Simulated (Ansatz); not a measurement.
Antifluorite K₂S was calculated with PBEsol-D3(BJ) in Ansatz (plane waves, PAW).

Settings: plane-wave cutoff 520 eV, 8×8×8 k mesh, Fermi–Dirac smearing 0.01 eV, scalar-relativistic PAW data made under PBE.

Response to compression and expansion:

| V (Å³/atom) | P (GPa) | direct gap at Γ (eV) | smallest gap on the k mesh (eV) |
|---|---|---|---|
| 29.182 | 1.64 | 3.014 | 2.638 |
| 29.803 | 1.04 | 2.933 | 2.586 |
| 30.424 | 0.49 | 2.855 | 2.536 |
| 31.045 | 0.01 | 2.781 | 2.487 |
| 31.665 | -0.43 | 2.709 | 2.439 |
| 32.286 | -0.82 | 2.641 | 2.392 |
| 32.907 | -1.17 | 2.575 | 2.347 |

The fundamental gap (2.49 eV at the equilibrium volume, with added k points) lies elsewhere than Γ–Γ.

Ansatz is an electronic-structure program.
